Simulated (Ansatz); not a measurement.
The parent structure is LiF in the rock salt structure (space group Fm-3m, No. 225; a = 4.068 Å).

(Cell as relaxed with PBE.)

Levels (all Ansatz, a program for electronic structure, PAW): PBE (420 eV, no SOC); r2SCAN (500 eV, no spin-orbit coupling).

Each level relaxes its own structure.

```json
[
 {"base": "volume per atom", "PBE": "8.41 Å³", "r2SCAN": "7.94 Å³"},
 {"base": "lattice parameter a", "PBE": "4.068 Å", "r2SCAN": "3.990 Å"},
 {"base": "band gap", "PBE": "8.83 eV", "r2SCAN": "10.33 eV"}
]
```

One thing is altered: a hydrostatic pressure of 4.5 GPa.

| quantity | PBE | r2SCAN |
|---|---|---|
| electron mass | 0.90 mₑ (at Γ) | 0.91 mₑ (at Γ) |
| mean gap deformation potential ΔEg/Δln V | -8.9 eV | -10.0 eV |

PBE's mean gap deformation potential ΔEg/Δln V lies 1.1 eV above r2SCAN's. Neither level is exact; r2SCAN is the comparison here, not a measurement.

Load acts through the strain it causes; cell and atoms are relaxed under it. Effective masses come from finite differences of ±0.01 Å⁻¹. Stability against distortions was not tested.
